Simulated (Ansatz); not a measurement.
# SnSe₂ in the rutile structure (space group P4_2/mnm, No. 136; a hypothetical phase, not in the database extracts checked)

Space group P4₂/mnm (No. 136); a = b = 6.564 Å, c = 4.025 Å, α = β = γ = 90.00°

```
atom  site  symmetry       x       y       z
----  ----  --------  ------  ------  ------
Sn      2a      m.mm  0.0000  0.0000  0.0000
Se      4f      m.2m  0.3068  0.3068  0.0000
```

All numbers come from PBE (Ansatz, a quantum-chemistry and plane-wave program, PAW, no spin-orbit coupling), earlier PAW set. k-mesh 7×7×12 (Γ-centred); smearing 0.05 eV (Fermi–Dirac).

| Property | Result |
|---|---|
| Volume per atom | 28.90 Å³ |
| Density | 5.30 g/cm³ |
| Band gap | zero |
| Total energy | -5654.297 eV/atom (σ→0; compares only within this code and set-up) |

Whether these cells are dynamically stable was not tested. All final runs are without spin polarisation. The zero or small gap of SnSe2 can change with the level of theory.
